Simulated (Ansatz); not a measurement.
BAs (model structure, started from the BN type, Pm-3n, No. 223, 12 atoms in the cell), treated with LDA in Ansatz (plane waves, PAW).

Numerical settings: plane-wave cutoff 520 eV, 6×6×6 k mesh, Fermi–Dirac smearing 0.01 eV, scalar-relativistic PAW data made under PBE.

Cell (relaxed with PBEsol):

AsB has the cubic space group Pm-3n (No. 223), Pearson symbol cP12. Cell: a = b = c = 5.8743 Å, α = β = γ = 90.00°. B on 6c has 4 As at 2.077 Å. As on 6d is coordinated by 4 B at 2.077 Å and 2 As at 2.937 Å. (Neighbours: up to the widest gap in distance over summed covalent radii, below 1.35, at either atom.)

Question: Give the computed band gap, smallest direct gap on the k points sampled and direct gap at Γ.

Answer: 
band gap: 0.47 eV (indirect)
smallest direct gap on the k points sampled: 0.85 eV
direct gap at Γ: 1.02 eV

Note: the relaxation could raise the start's symmetry but not lower it, so the cell can be a saddle point; cell and atoms aren't relaxed at this level (pressure -2.5 GPa).

Spin–orbit coupling is not included.

Static lattice: no zero-point or thermal effects.

A model structure was made by putting elements into a prototype or built by hand; it is no filed structure, need not be a known phase, and can be a saddle point held by its symmetry.

Ansatz is a first-principles code.
